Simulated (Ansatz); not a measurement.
```
CELL_PARAMETERS angstrom
      7.73448     0.00022     0.14107
     -3.86686    11.60345    -0.10954
      3.38132     0.23400    26.28063
ATOMIC_POSITIONS crystal
  Si 0.00822 0.98474 0.09064
  Si 0.52366 0.98487 0.09056
  Si 0.19480 0.32427 0.09189
  Si 0.67579 0.32414 0.09188
  Si 0.34914 0.66209 0.09313
  Si 0.85657 0.66189 0.09323
  Ga 0.25732 0.92142 0.04376
  Si 0.77930 0.95584 0.03547
  Si 0.46964 0.33694 0.03593
  Ga 0.95798 0.31884 0.04115
  Ga 0.64105 0.68356 0.03890
  Si 0.14828 0.70282 0.04244
  Si 0.79941 0.15491 0.19424
  Si 0.29782 0.15202 0.19437
  Si 0.96542 0.48796 0.19493
  Si 0.46640 0.49157 0.19638
  Si 0.13277 0.82448 0.19666
  Si 0.63006 0.82267 0.20062
  Si 0.07528 0.15349 0.14143
  Si 0.57474 0.15350 0.14152
  Si 0.24594 0.49161 0.14312
  Si 0.74004 0.49145 0.14317
  Si 0.41455 0.82382 0.14680
  Si 0.90040 0.82380 0.14675
  Si 0.91305 0.99037 0.30121
  Si 0.41379 0.99043 0.30122
  Si 0.07994 0.31919 0.29915
  Si 0.57803 0.31925 0.29912
  Si 0.24336 0.65346 0.30089
  Si 0.74693 0.65338 0.30086
  Si 0.18884 0.98925 0.24916
  Si 0.69026 0.99224 0.24926
  Si 0.35569 0.31987 0.24620
  Si 0.85558 0.32026 0.24702
  Si 0.52044 0.65358 0.25032
  Si 0.02249 0.65476 0.24752
  Si 0.69317 0.15442 0.40592
  Si 0.19294 0.15481 0.40673
  Si 0.85836 0.48237 0.40369
  Si 0.35986 0.48553 0.40375
  Si 0.02806 0.82106 0.40264
  Si 0.52617 0.81996 0.40542
  Si 0.97061 0.15546 0.35380
  Si 0.46877 0.15553 0.35380
  Si 0.13492 0.48433 0.35171
  Si 0.63563 0.48434 0.35172
  Si 0.30518 0.82131 0.35208
  Si 0.80166 0.82124 0.35204
  Si 0.80863 0.98316 0.50981
  Si 0.30274 0.98310 0.50977
  Si 0.97435 0.32121 0.51143
  Si 0.47366 0.32113 0.51140
  Si 0.13426 0.65086 0.50623
  Si 0.64847 0.65082 0.50623
  Si 0.08215 0.98309 0.45656
  Si 0.58336 0.98676 0.45801
  Si 0.25115 0.32275 0.45852
  Si 0.74958 0.31972 0.45871
  Si 0.41597 0.65025 0.45631
  Si 0.91881 0.65191 0.45236
  Ga 0.59179 0.15645 0.61162
  Si 0.07990 0.13813 0.61709
  Si 0.77034 0.51937 0.61729
  Ga 0.29151 0.55347 0.60927
  Ga 0.90823 0.79205 0.61424
  Si 0.40006 0.77202 0.61044
  Si 0.87372 0.15052 0.56099
  Si 0.35438 0.15045 0.56098
  Si 0.02552 0.48978 0.56239
  Si 0.54031 0.48966 0.56237
  Si 0.19929 0.81274 0.55977
  Si 0.69203 0.81271 0.55978
  Mo 0.58894 0.24009 0.70101
  Mo 0.79025 0.63917 0.69743
  Mo 0.98663 0.03381 0.69932
  Mo 0.18853 0.43676 0.69859
  Mo 0.39079 0.84363 0.70087
  Mo 0.44640 0.03856 0.78474
  Mo 0.64818 0.43958 0.78225
  Mo 0.84584 0.83640 0.78370
  Mo 0.04550 0.23458 0.78254
  Mo 0.24754 0.63782 0.78175
  Mo 0.30194 0.83595 0.87114
  Mo 0.50394 0.23917 0.87034
  Mo 0.70368 0.63732 0.86919
  Mo 0.90129 0.03425 0.87066
  Mo 0.10302 0.43509 0.86821
  Mo 0.15861 0.63016 0.95213
  Mo 0.36092 0.03706 0.95426
  Mo 0.56280 0.43986 0.95351
  Mo 0.75919 0.83458 0.95550
  Mo 0.96032 0.23347 0.95197
  Si 0.92562 0.23896 0.69534
  Si 0.12608 0.63990 0.69454
  Si 0.32857 0.03788 0.69629
  Si 0.52230 0.43501 0.69573
  Si 0.72258 0.84083 0.69743
  Si 0.85579 0.43493 0.69564
  Si 0.05953 0.84083 0.69743
  Si 0.25679 0.23885 0.69528
  Si 0.45807 0.63991 0.69449
  Si 0.65182 0.03791 0.69629
  Si 0.77998 0.03682 0.78317
  Si 0.98227 0.43731 0.78200
  Si 0.18101 0.83775 0.78394
  Si 0.38032 0.23755 0.78328
  Si 0.58116 0.63753 0.78210
  Si 0.71292 0.23755 0.78330
  Si 0.91335 0.63752 0.78211
  Si 0.11273 0.03679 0.78317
  Si 0.31200 0.43730 0.78203
  Si 0.51182 0.83779 0.78395
  Si 0.63625 0.83616 0.87083
  Si 0.83646 0.23615 0.86968
  Si 0.03766 0.63596 0.86904
  Si 0.23751 0.03652 0.87086
  Si 0.43684 0.43697 0.86970
  Si 0.56726 0.03636 0.87082
  Si 0.76969 0.43691 0.86970
  Si 0.96845 0.83628 0.87081
  Si 0.16912 0.23625 0.86966
  Si 0.36838 0.63596 0.86898
  Si 0.48982 0.63276 0.95550
  Si 0.69351 0.03888 0.95720
  Si 0.89745 0.43591 0.95668
  Si 0.09151 0.83369 0.95843
  Si 0.29254 0.23470 0.95770
  Si 0.42331 0.83399 0.95827
  Si 0.62366 0.23490 0.95758
  Si 0.82639 0.63282 0.95562
  Si 0.02721 0.03852 0.95712
  Si 0.22101 0.43585 0.95656
```

The first 72 atoms are the substrate (Si), the rest the film (MoSi2).

Calculation: PBE (plane waves to 420 eV, PAW; Ansatz, a program for electronic structure). Scalar-relativistic, without spin–orbit coupling; the runs are not spin-polarised; PBE gaps are too small against experiment. Its k-point mesh 4×3×1, Fermi–Dirac width 0.05 eV.

Task: Describe the bonding at the interfaces and give the barriers.

Result: A periodic stack without vacuum, tetragonal MoSi2 (1 1 0) on silicon (0 0 1), Ga on 3 of 6 substrate sites at each interface (film strained to the substrate, started from cuts of the bulks and a machine-learned relaxation): substrate slab Si66Ga6, film Mo20Si40, surface cells [[2, 0], [2, 3]] and [[2, 1], [-1, 2]], film strained by -1.7 and +2.0 %, outermost planes Si/Si and MoSi/MoSi as cut, which need not be the usual terminations and can put a slab off its formula.
The interface area is 89.8 Å². The period is 26.22 Å and the gaps between the outermost planes at the two interfaces comes out as 2.02 and 2.02 Å. The Ga–Si contacts across the interfaces within 1.22 times the sum of covalent radii is 8, mean 2.69 Å and the Si–Si contacts across the interfaces within 1.22 times the sum of covalent radii comes out as 8, mean 2.65 Å. The Ga–Mo contacts across the interfaces within 1.22 times the sum of covalent radii comes out as 6, mean 2.68 Å and the Mo–Si contacts across the interfaces within 1.22 times the sum of covalent radii is 6, mean 2.50 Å. The hole barrier (PBE) is 0.06 eV and the electron barrier (PBE) is 0.55 eV.
